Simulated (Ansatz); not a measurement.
# Point defects in TiC

The parent structure is a 24-atom supercell of TiC in the rock salt structure (space group Fm-3m, No. 225; a = 4.293 Å) at its relaxed geometry.

One neutral defect a cell, atoms relaxed at fixed cell.

Computed with Ansatz (an electronic-structure program), PBEsol, PAW, cutoff 420 eV, no spin-orbit coupling.

```tsv
variant	pressure	largest displacement of a host atom from its site in the perfect cell
perfect supercell	0.0 GPa	–
Be on a Ti site, symmetric start	-2.5 GPa	0.03 Å
Cd on a Ti site	7.3 GPa	0.11 Å
Ti vacancy	-1.2 GPa	0.05 Å
Ti on a C site (antisite), symmetric start	14.5 GPa	0.21 Å
```

The cell is small, so the values are those of an ordered compound at a high defect concentration; dilute-limit values will differ. Defects with a symmetric start kept the site's symmetry and may sit on a saddle; the others started slightly shaken. All final runs are without spin polarisation.
